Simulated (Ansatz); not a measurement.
How the volume per atom of SnS (model structure, started from the PtS type, P4₂/mmc, No. 131, 4 atoms in the cell) moves with the method

No measured value is used here.

```tsv
level (code)	value (Å³/atom)
PBE (Ansatz)	27.81
PBEsol (Ansatz)	___
PBE-D3(BJ) (Ansatz)	25.81
```

Some entries are withheld; supply them.


- PBEsol (Ansatz, a quantum-chemistry and plane-wave program), value (Å³/atom): 25.52

Ansatz's density-functional and Hartree–Fock values are scalar-relativistic unless marked +SOC, with PAW data made under PBE.

A model structure was made by putting elements into a prototype or built by hand; it is no filed structure, need not be a known phase, and can be a saddle point held by its symmetry.
